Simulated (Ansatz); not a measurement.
## SiO2 under a change: pressure 60 GPa

Take SiO$_{2}$ (space group P3_121, No. 152; a = 4.949 Å, c = 5.442 Å) as the base.

One thing is altered: a hydrostatic pressure of 60 GPa.

Calculations: PBEsol (Ansatz, a quantum-chemistry and plane-wave program; PAW; 420 eV plane waves; no SOC). Γ-centred 8×8×6 mesh, Fermi–Dirac width 0.05 eV.

```tsv
quantity	base	changed	shift
volume per atom	12.83 Å³	7.60 Å³	-5.23 Å³
density	2.59 g/cm³	4.38 g/cm³	+1.79 g/cm³
lattice parameter a	4.949 Å	4.016 Å	-0.933 Å
c/a ratio	1.100	1.219	+0.119
shortest interatomic distance	1.619 Å	1.585 Å	-0.034 Å
enthalpy H = E + PV relative to the base's energy	–	+3.44 eV/atom	–
band gap (an upper bound: an edge found on the path is not a true extremum; the changed cell)	5.72 eV	6.99 eV	+1.27 eV
```

Final structure:

```
CELL_PARAMETERS angstrom
      4.01625     0.00000     0.00000
     -2.00813     3.47818     0.00000
      0.00000     0.00000     4.89423
ATOMIC_POSITIONS crystal
  Si 0.40801 0.00000 0.83333
  Si 0.00000 0.40801 0.16667
  Si 0.59199 0.59199 0.50000
  O  0.33527 0.34086 0.75342
  O  0.65914 0.99441 0.08676
  O  0.00559 0.66473 0.42009
  O  0.99441 0.65914 0.91324
  O  0.34086 0.33527 0.24658
  O  0.66473 0.00559 0.57991
```

Load acts through the strain it causes; cell and atoms are relaxed under it. Whether these cells are dynamically stable was not tested. No other phases were tried under pressure.
